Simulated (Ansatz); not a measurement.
Results of r²SCAN+rVV10 in Ansatz (plane waves, PAW) for Ga2S3 (model structure, started from the beta Ga2O3 type, C2/m, No. 12, 10 atoms in the cell).

Settings: plane-wave cutoff 560 eV, 10×10×6 k mesh (along the axes of the cell as run), Fermi–Dirac smearing 0.01 eV, scalar-relativistic PAW data made under PBE.

Cell (relaxed at this level):

```
CELL_PARAMETERS angstrom
      7.77401    -1.81476     0.13143
      7.77401     1.81476     0.13143
     -1.64312     0.00000     6.79089
ATOMIC_POSITIONS crystal
  Ga 0.08693 0.08693 0.80142
  Ga 0.91307 0.91307 0.19858
  Ga 0.66098 0.66098 0.31435
  Ga 0.33902 0.33902 0.68565
  S  0.17868 0.17868 0.10322
  S  0.82132 0.82132 0.89678
  S  0.17160 0.17160 0.56413
  S  0.82840 0.82840 0.43587
  S  0.49980 0.49980 0.25225
  S  0.50020 0.50020 0.74775
```

**Question.** Predict the band gap and smallest direct gap on the k points sampled.

**Answer.** 
band gap: 1.08 eV (indirect)
smallest direct gap on the k points sampled: 1.12 eV

Note: the relaxation could raise the start's symmetry but not lower it, so the cell can be a saddle point.

Spin–orbit coupling is not included.

Computed values are for the static lattice.

Computing time: about 2.9 core-minutes (a rough figure).

A model structure was made by putting elements into a prototype or built by hand; it is no filed structure, need not be a known phase, and can be a saddle point held by its symmetry.

Ansatz is a quantum-chemistry and plane-wave program.
